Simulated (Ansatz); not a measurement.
The structure below was relaxed with Ansatz (a program for electronic structure), r2SCAN, PAW, cutoff 500 eV, scalar-relativistic without spin-orbit coupling.

```
CELL_PARAMETERS angstrom
      3.76419     0.00000     0.00000
     -1.88209     3.25988     0.00000
      0.00000     0.00000    12.30563
ATOMIC_POSITIONS crystal
  Na 0.00000 0.00000 0.00000
  Na 0.00000 0.00000 0.50000
  Na 0.33333 0.66667 0.25000
  Na 0.66667 0.33333 0.75000
```

Question: Find the space group and the Wyckoff positions.

Answer: Space group P6₃/mmc (No. 194); a = b = 3.764 Å, c = 12.306 Å, α = β = 90.00°, γ = 120.00°

| atom | site | symmetry | x | y | z |
|---|---|---|---|---|---|
| Na | 2a | -3m. | 0.0000 | 0.0000 | 0.0000 |
| Na | 2c | -6m2 | 0.3333 | 0.6667 | 0.2500 |

Stability against distortions was not tested. The cell was made from La by this change: La → Na; the result is a model cell. This is not the structure that Na has at room temperature and ambient pressure.
